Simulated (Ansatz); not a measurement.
A (8,0) black phosphorus nanotube, relaxed period 3.301 Å, atoms relaxed at each strain.

| strain | energy (meV a period) | axial force (nN) |
|---|---|---|
| -0.015 | +78.1 | -5.18 |
| +0.015 | +67.9 | +4.28 |

Calculation: PBE (plane waves to 420 eV, PAW; Ansatz, a quantum-chemistry and plane-wave program). Mesh 1×1×10. No spin polarisation. One-dimensional cell, images about 11 Å apart. A hypothetical model, rolled from the flat sheet. It keeps the symmetry and period of its start, so it need not be a minimum against all distortions. Buckling under compression is shut out by symmetry and the short period. Energies are free energies at a Fermi–Dirac width of 0.02 eV, from the unstrained cell.

Mean diameter 12.55 Å.

Task: Work out the axial stiffness dF/dε in two ways, and what it means for a modulus.

Result: From the forces: (+4.28 − (-5.18))/0.030 = 315 nN. From the energies: (E₊ + E₋)/(ε² c) = 0.1460 eV/(0.015² × 3.301 Å) = 196.6 eV/Å = 315 nN. The two agree to within 1 %. Spread over the circumference π × 12.55 Å, the force value is a sheet stiffness of 80 N/m.
